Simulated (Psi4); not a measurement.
Psi4 1.11, unrestricted HF/def2-svp: F/[C]=C/C(F)(F)F, charge 0, multiplicity 2, 8 atoms. The geometry is a generated start, not checked to be a minimum at this level.

task: energy
method: scf
basis: def2-svp
memory: 3 GB
maxiter: 100
keys of the molecule block: symmetry c1
scf_type: df (default)
e_convergence: 1e-06 (default)
d_convergence: 1e-06 (default)
basis functions: 103

```xyz
8

F      2.7331     0.4531     0.1920
C      1.4368     0.5076     0.2748
C      0.4885    -0.2446    -0.2031
C     -0.9603     0.0424     0.0685
F     -1.2300     1.3493     0.1582
F     -1.7403    -0.4538    -0.8998
F     -1.3800    -0.5143     1.2161
H      0.6522    -1.1396    -0.8066
```

Charge 0 and multiplicity 2 are set for this test and not shown to be the ground state.

With the defaults (damping_percentage = 0, scf_initial_accelerator = adiis, diis_max_vecs = 10, level_shift = 0, level_shift_cutoff = 0.01, soscf = false, soscf_start_convergence = 0.01, guess = auto, which took SAD) it converges in 13 SCF iterations. One run each on 2 threads, with these changes:
- guess = core
- guess = gwh
- diis_max_vecs = 6
- scf_initial_accelerator = ediis
- damping_percentage = 20
- damping_percentage = 60
- diis_max_vecs = 3
- level_shift = 0.1, level_shift_cutoff = 0.001
- soscf = true, soscf_start_convergence = 0.001

Name the settings that don't reach the solution of the defaults.

No convergence: damping_percentage = 20; damping_percentage = 60 (the run ends without SCF convergence in 100 iterations). The rest reach the solution of the defaults.

```json
[
 {"setting": "soscf = true, soscf_start_convergence = 0.001", "SCF iterations": "9", "JK calls": "35", "end": "same solution"},
 {"setting": "the defaults", "SCF iterations": "13", "JK calls": "14", "end": "same solution"},
 {"setting": "scf_initial_accelerator = ediis", "SCF iterations": "13", "JK calls": "14", "end": "same solution"},
 {"setting": "level_shift = 0.1, level_shift_cutoff = 0.001", "SCF iterations": "13", "JK calls": "14", "end": "same solution"},
 {"setting": "diis_max_vecs = 6", "SCF iterations": "14", "JK calls": "15", "end": "same solution"},
 {"setting": "guess = gwh", "SCF iterations": "17", "JK calls": "17", "end": "same solution"},
 {"setting": "guess = core", "SCF iterations": "17", "JK calls": "17", "end": "same solution"},
 {"setting": "diis_max_vecs = 3", "SCF iterations": "19", "JK calls": "20", "end": "same solution"},
 {"setting": "damping_percentage = 20", "SCF iterations": "100", "JK calls": "101", "end": "no convergence"},
 {"setting": "damping_percentage = 60", "SCF iterations": "100", "JK calls": "101", "end": "no convergence"}
]
```

An SOSCF iteration holds several JK calls; a Hückel guess adds calls on atoms.
